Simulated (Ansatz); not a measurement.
Consider BeTe in the zinc blende structure (space group F-43m, No. 216; a = 5.604 Å).

Computed with DFT with PBEsol, PAW potentials and a 420 eV plane-wave cutoff in Ansatz (an electronic-structure program), no spin-orbit coupling.

For the base:

| Item | Result |
|---|---|
| Band gap | 1.84 eV |
| Shortest interatomic distance | 2.427 Å |
| Hole mass | 0.20, 0.33, 0.33 mₑ (at Γ) |
| Gap character | indirect, Γ → X |

One thing is altered: Mg takes the place of Be on all its sites; the structure is relaxed again.

Task: What happens to the band gap, shortest interatomic distance, hole mass and gap character?

Result: The band gap goes up by 0.51 eV (1.84 eV → 2.35 eV); the shortest interatomic distance rises by 0.361 Å, from 2.427 Å to 2.788 Å; the hole mass (degenerate bands, along [100]) becomes 0.19, 0.88, 0.88 mₑ (at Γ) (base: 0.20, 0.33, 0.33 mₑ (at Γ)); the gap character changes from indirect, Γ → X to direct at Γ.

With Te present, leaving out spin-orbit coupling can change the band edges. Masses are band curvatures over ±0.01 Å⁻¹ around the edge. Whether these cells are dynamically stable was not tested.
